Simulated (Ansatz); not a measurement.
# A constructed model of the (111) surface of fcc Au, a pseudomorphic layer of Cu in the host's stacking (bottom of the slab: a bare face, its two planes held)

Computed with PBE (plane waves to 420 eV, PAW; Ansatz, a quantum-chemistry and plane-wave program).

Slab: 7 atoms, 14.2 Å thick at the start; k 15x15x1, smearing 0.1 eV, dipole-corrected; 2 atoms held, the rest relaxed; symmetry of the start imposed; no spin, no spin-orbit, no U. In PBE it is, or lies within 0.01 eV a 1x1 cell of, the lowest of the 2 structures of its composition computed so far; larger cells were not tried.

The work function of the top face comes out as 4.44 eV, the energy released by relaxation is 0.057 eV and the cost is very roughly 2.4 core-minutes.
